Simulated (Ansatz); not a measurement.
The starting structures come from a database of crystals and need not be the phases stable at ambient conditions.

 Where the default PAW files enter, the runs use the earlier of Ansatz's two default sets.

# Evanescent states of SnF$_{2}$ (P4_12_12, not sure to be the ambient phase, 12 atoms a cell, 18.4 Å³ an atom, -2 GPa at this level) along the normal of (001)

Method: r2SCAN (plane waves, PAW; Ansatz, a program for electronic structure).

The gap is the functional's own. No spin-orbit coupling. Mid-gap values are interpolated on the energy grid.

Energies count from the valence-band top; κ is the least over a 6×6 mesh across the current.

| E (eV) | κ (1/Å) | where |
|---|---|---|
| 0.09 | 0.212 | Γ |
| 0.27 | 0.373 | Γ |
| 0.45 | 0.509 | Γ |
| 0.63 | 0.530 | off Γ |
| 0.81 | 0.538 | off Γ |
| 0.99 | … | off Γ |
| 1.17 | … | off Γ |
| 1.35 | … | off Γ |
| 1.53 | … | off Γ |
| 1.71 | … | off Γ |
| 1.89 | … | off Γ |
| 2.07 | … | off Γ |
| 2.25 | … | off Γ |
| 2.43 | … | off Γ |
| 2.61 | … | off Γ |
| 2.79 | 0.411 | off Γ |
| 2.97 | 0.365 | off Γ |
| 3.15 | 0.313 | off Γ |
| 3.33 | 0.250 | off Γ |
| 3.51 | 0.163 | off Γ |

### Question
What belongs in the gaps?

### Answer

- 0.99, κ (1/Å): 0.542
- 1.17, κ (1/Å): 0.545
- 1.35, κ (1/Å): 0.545
- 1.53, κ (1/Å): 0.544
- 1.71, κ (1/Å): 0.542
- 1.89, κ (1/Å): 0.537
- 2.07, κ (1/Å): 0.532
- 2.25, κ (1/Å): 0.525
- 2.43, κ (1/Å): 0.494
- 2.61, κ (1/Å): 0.453
